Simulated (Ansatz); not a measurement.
We consider AuC (model structure, Fm-3m, No. 225, 2 atoms in the cell), described by LDA (Ansatz, a quantum-chemistry and plane-wave program, PAW).

Numerical settings: plane-wave cutoff 520 eV, 20×20×20 k mesh, Fermi–Dirac smearing 0.05 eV, scalar-relativistic PAW data made under PBE.

Cell (relaxed at this level):

Space group Fm-3m (No. 225); a = 4.542 Å, b = 4.542 Å, c = 4.542 Å, α = 90.00°, β = 90.00°, γ = 90.00°

```csv
atom,site,symmetry,x,y,z
Au,4a,m-3m,0.0000,0.0000,0.0000
C,4b,m-3m,0.5000,0.5000,0.5000
```
(The calculation used a cell of 2 atoms; values per cell refer to that cell.)

Task: What does this level give for the bulk modulus?

Result: 
bulk modulus: 211 GPa

The run finds no gap.

Note: the bulk modulus is −V dP/dV from two relaxed cells at ±2 % in volume; the relaxation could raise the start's symmetry but not lower it, so the cell can be a saddle point.

Spin–orbit coupling is not included; it can open a gap where bands touch, and shift volumes and moduli.

Computed values are for the static lattice.

A model structure was made by putting elements into a prototype or built by hand; it is no filed structure, need not be a known phase, and can be a saddle point held by its symmetry.
